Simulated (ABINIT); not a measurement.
## How a calculation on KRb2BiF6 (Fm-3m, 10 atoms in the cell) responds to its settings

```
CELL_PARAMETERS angstrom
      0.00000     4.81468     4.81468
      4.81468     0.00000     4.81468
      4.81468     4.81468     0.00000
ATOMIC_POSITIONS crystal
  K  0.50000 0.50000 0.50000
  Rb 0.75000 0.75000 0.75000
  Rb 0.25000 0.25000 0.25000
  Bi 0.00000 0.00000 0.00000
  F  0.23568 0.76432 0.76432
  F  0.76432 0.23568 0.23568
  F  0.76432 0.23568 0.76432
  F  0.23568 0.76432 0.23568
  F  0.76432 0.76432 0.23568
  F  0.23568 0.23568 0.76432
```

Base run A: LDA (PW92), norm-conserving pseudopotentials (PseudoDojo nc-sr-04 LDA standard) in ABINIT, self-consistent single point.

Its settings: pseudos = [K.upf, Rb.upf, Bi.upf, F.upf]; ecut = 42 Ha; occopt = 1; ngkpt = 3 3 3; nshiftk = 1; shiftk = 0 0 0; potentials = PseudoDojo nc-sr-04 LDA standard; nband = 44; kptopt = 1; nstep = 60; toldfe = 1e-09 Ha; diemac = 6.

The starting cell comes from a database of computed structures (which also holds hypothetical and non-ambient phases and stackings), without a prior relaxation at this level. Spin-orbit coupling is off. In the base run, with a pressure of about -4 GPa the cell is away from its equilibrium volume at this level.

ΔF is the free energy per atom less that of run A. A dash stands where there is no value to compare (another energy zero or no entropy term, no result, no spin, no clean gap, or a mesh too coarse for one). 

Run A gave: pressure (GPa) -3.93; largest force (eV/Å) 0.271; gap on the mesh (eV) 4.687; ending converged.

Runs:
- B: toldfe = 0.0037 Ha
- C: toldfe = 0.00037 Ha
- D: toldfe = 3.7e-05 Ha
- E: toldfe = 3.7e-06 Ha
- F: toldfe = 3.7e-07 Ha
- G: toldfe = 3.7e-08 Ha
- H: toldfe = 3.7e-10 Ha
- I: toldfe = 3.7e-12 Ha
- J: toldfe = 3.7e-14 Ha

Q: What does run C change against A?

A: The free energy stays essentially unchanged (within 1 meV/atom), the pressure goes from -3.93 to -4.65 GPa, the largest force goes from 0.271 to 0.302 eV/Å and the gap on the mesh goes from 4.687 to 4.666 eV.

Q: What does run B change against A?

A: The free energy stays essentially unchanged (within 1 meV/atom), the pressure goes from -3.93 to -4.65 GPa, the largest force goes from 0.271 to 0.302 eV/Å and the gap on the mesh goes from 4.687 to 4.666 eV.

| run | ΔF (meV/atom) | pressure (GPa) | largest force (eV/Å) | gap on the mesh (eV) | ending |
|---|---|---|---|---|---|
| A | 0.00 | -3.93 | 0.271 | 4.687 | converged |
| B | 0.18 | -4.65 | 0.302 | 4.666 | converged |
| C | 0.18 | -4.65 | 0.302 | 4.666 | converged |
| D | 0.00 | -3.92 | 0.269 | 4.687 | converged |
| E | 0.00 | -3.92 | 0.269 | 4.687 | converged |
| F | 0.00 | -3.93 | 0.271 | 4.687 | converged |
| G | 0.00 | -3.93 | 0.271 | 4.687 | converged |
| H | 0.00 | -3.93 | 0.271 | 4.687 | converged |
| I | 0.00 | -3.93 | 0.271 | 4.687 | converged |
| J | – | – | – | – | not converged |
